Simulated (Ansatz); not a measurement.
# Response to strain in Ga2O3

The reference is Ga₂O₃ in the corundum structure (space group R-3c, No. 167).

```yaml
crystal:
  lattice:
    - [2.47497, 1.42892, 4.43525]
    - [-2.47497, 1.42892, 4.43525]
    - [0.00000, -2.85785, 4.43525]
  atoms:
    - { symbol: Ga, position: [0.64424, 0.64424, 0.64424] }
    - { symbol: Ga, position: [0.14424, 0.14424, 0.14424] }
    - { symbol: Ga, position: [0.35576, 0.35576, 0.35576] }
    - { symbol: Ga, position: [0.85576, 0.85576, 0.85576] }
    - { symbol: O, position: [0.75000, 0.44721, 0.05279] }
    - { symbol: O, position: [0.05279, 0.75000, 0.44721] }
    - { symbol: O, position: [0.25000, 0.55279, 0.94721] }
    - { symbol: O, position: [0.55279, 0.94721, 0.25000] }
    - { symbol: O, position: [0.94721, 0.25000, 0.55279] }
    - { symbol: O, position: [0.44721, 0.05279, 0.75000] }
```

Strains are applied to the cell and any free atomic positions relax.

Method: LDA/PAW in Ansatz (a first-principles code), scalar-relativistic without spin-orbit coupling.

Notes on the quantities. pressure: mean of the normal stresses, compression positive.

| case | electron mass | volume per atom | band gap | width of the top valence band | pressure |
|---|---|---|---|---|---|
| base | 0.24 mₑ (at Γ) | 9.41 Å³ | 3.04 eV | 0.47 eV | 0.00 GPa |
| isotropic strain −3.00 % | [?] | 8.59 Å³ | [?] | 0.49 eV | [?] |
| isotropic strain −2.25 % | 0.28 mₑ (at Γ) | 8.79 Å³ | 3.82 eV | 0.49 eV | 19.10 GPa |
| isotropic strain −1.50 % | 0.27 mₑ (at Γ) | 8.99 Å³ | 3.55 eV | 0.48 eV | 12.05 GPa |
| isotropic strain −0.75 % | 0.26 mₑ (at Γ) | 9.20 Å³ | 3.29 eV | 0.48 eV | 5.70 GPa |

### Question
Complete the table.

### Answer

- isotropic strain −3.00 %, electron mass: 0.29 mₑ (at Γ)
- isotropic strain −3.00 %, band gap: 4.09 eV
- isotropic strain −3.00 %, pressure: 26.92 GPa

Masses are band curvatures over ±0.01 Å⁻¹ around the edge. No phonon test of stability was made.
